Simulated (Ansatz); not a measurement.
Start from BaTiO₃ in the cubic perovskite structure (space group Pm-3m, No. 221; a = 3.9940 Å). Axes: x, y, z lie along the cube axes.

Now apply this change: biaxial strain +2.48 %, plane normal [111], relaxed out of plane (Cartesian); in-plane vectors clamped, the third vector and the atoms free.

Computed with r2SCAN (Ansatz, an electronic-structure program), no SOC.

Q: Give the band edges at the high-symmetry points of the new zone, measured from its valence-band maximum.

A: 
| point | valence edge (eV) | conduction edge (eV) |
|---|---|---|
| Γ | -0.06 | 1.94 |
| L | -0.64 | 2.14 |
| T | 0.00 | 4.22 |
| P₀ | -0.01 | 4.21 |
| P₂ | -0.01 | 4.21 |
| F | -0.09 | 3.60 |

The gap is 1.94 eV, indirect, T → Γ.

Whether these cells are dynamically stable was not tested. All final runs are without spin polarisation. Many cubic perovskites are stable only at high temperature; tilts and polar distortions were not tested. This is not the structure that BaTiO3 has at room temperature and ambient pressure. Labels are those of the standard path for the cell's own space group.
